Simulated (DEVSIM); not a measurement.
Device: Co/La2O3/SiO2/p-Si capacitor, at 250 K.

Layer 1 from the left is La2O3, thickness (nm) 11.0. Layer 2 from the left is SiO2, thickness (nm) 0.550. Layer 3 from the left is Si, thickness (nm) 1200, Na (cm⁻³) 2.4e17.

Metal gate on the left, work function 5 eV. Fixed charge at the semiconductor interface 1.9e11 cm⁻² (in units of +e); no interface traps.

The device is made up for the run: typed textbook-type constants, with dimensions and the other settings drawn at random. Values at 300 K; Nc and Nv go as T^1.5, mobilities as T to minus their exponent, the gap by Varshni's rule with the affinity fixed.

La2O3: gap (eV) 5.8, affinity (eV) 1.8, permittivity 27. SiO2: gap (eV) 9, affinity (eV) 0.9, permittivity 3.9. Si: gap (eV) 1.124, affinity (eV) 4.05, permittivity 11.7, Nc (cm⁻³) 2.86e19, Nv (cm⁻³) 3.1e19, Varshni α (eV/K) 0.000473, Varshni β (K) 636.

DEVSIM, 1D Poisson equation in equilibrium, Boltzmann statistics, complete ionisation; no quantum confinement or tunnelling. Metal contacts follow the ideal Schottky-Mott rule: no Fermi-level pinning, no interface dipoles.

### Question
What does the simulation give for the minimum of the low-frequency capacitance, the threshold voltage (band bending 2φF)?

### Answer
minimum of the low-frequency capacitance 0.143 μF/cm²; threshold voltage (band bending 2φF) 1.00 V.
